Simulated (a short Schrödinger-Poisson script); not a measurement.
## Gated In0.52Al0.48As/In0.53Ga0.47As modulation-doped gas in a quantum well

System: gated In0.52Al0.48As/In0.53Ga0.47As modulation-doped gas in a quantum well, at 300 K.

```
layer        material  thickness (nm)  Nd (cm⁻³)  Na (cm⁻³)
-----  --------------  --------------  ---------  ---------
1      In0.52Al0.48As              10          -          -
2      In0.52Al0.48As              20     1.1e18          -
3      In0.52Al0.48As               2          -          -
4      In0.53Ga0.47As              20          -          -
5      In0.52Al0.48As            4000          -       1e15
```

Constants are typed, rounded textbook-type inputs, not results; the design itself was drawn at random and stands for no fabricated device. In0.52Al0.48As: permittivity 12.5, conduction-band edge (eV) 0.52, gap (eV) 1.45, electron mass (mₑ) 0.075, Nv at 300 K (cm⁻³) 1.1e19. In0.53Ga0.47As: permittivity 13.9, conduction-band edge (eV) 0, gap (eV) 0.74, Nv at 300 K (cm⁻³) 7.7e18.

Channel valleys (confinement mass, in-plane density-of-states mass, number): Γ 0.041, 0.041, 1. At the gate the conduction-band edge of layer 1 lies 0.65 eV − eVg above the Fermi level of the channel; the field vanishes at the back. The barrier under the gate holds no holes. Gaps are held at their typed values at every temperature. Mesh 0.08 nm at interfaces.

From a short Schrödinger-Poisson script (our own, NumPy): 1D Poisson equation in equilibrium, electrons quantum, Hartree plus LDA exchange-correlation (BenDaniel-Duke, 40 states a valley, the channel's in-plane mass for all, wave functions free to enter the barrier), parabolic valleys, classical holes, full ionisation, no traps, pinning or gate leakage.

| Vg (V) | electrons (cm⁻²) | in the channel layer | C (μF/cm²) | Γ E0 (meV) | Γ E1 (meV) |
|---|---|---|---|---|---|
| 0.4 | 1.50e12 | 1.47e12 | 0.297 | -66.6 | 0.1 |
| 0.35 | 1.41e12 | 1.38e12 | 0.294 | -62.4 | 2.9 |
| 0.3 | 1.32e12 | 1.29e12 | 0.292 | -58.1 | 5.7 |
| 0.25 | 1.23e12 | 1.21e12 | 0.290 | -53.8 | 8.7 |
| 0.2 | 1.14e12 | 1.12e12 | 0.289 | -49.3 | 11.8 |
| 0.15 | 1.05e12 | 1.03e12 | 0.287 | -44.8 | 15.0 |
| 0.1 | 9.58e11 | 9.44e11 | 0.285 | -40.1 | 18.5 |
| 0.05 | 8.69e11 | 8.57e11 | 0.283 | -35.2 | 22.2 |
| 0 | 7.81e11 | 7.71e11 | 0.281 | -30.2 | 26.2 |
| -0.05 | 6.94e11 | 6.86e11 | 0.278 | -24.9 | 30.4 |
| -0.1 | 6.08e11 | 6.01e11 | 0.275 | -19.3 | 35.1 |
| -0.15 | 5.23e11 | 5.18e11 | 0.271 | -13.2 | 40.3 |
| -0.2 | 4.40e11 | 4.35e11 | 0.266 | -6.7 | 46.1 |
| -0.25 | 3.58e11 | 3.55e11 | 0.259 | 0.6 | 52.7 |
| -0.3 | 2.79e11 | 2.77e11 | 0.250 | 9.0 | 60.5 |
| -0.35 | 2.03e11 | 2.02e11 | 0.237 | 18.9 | 70.1 |
| -0.4 | 1.33e11 | 1.32e11 | 0.216 | 31.5 | 82.4 |
| -0.45 | 7.23e10 | 7.19e10 | 0.179 | 48.7 | 99.4 |

Subbands count from the Fermi level.
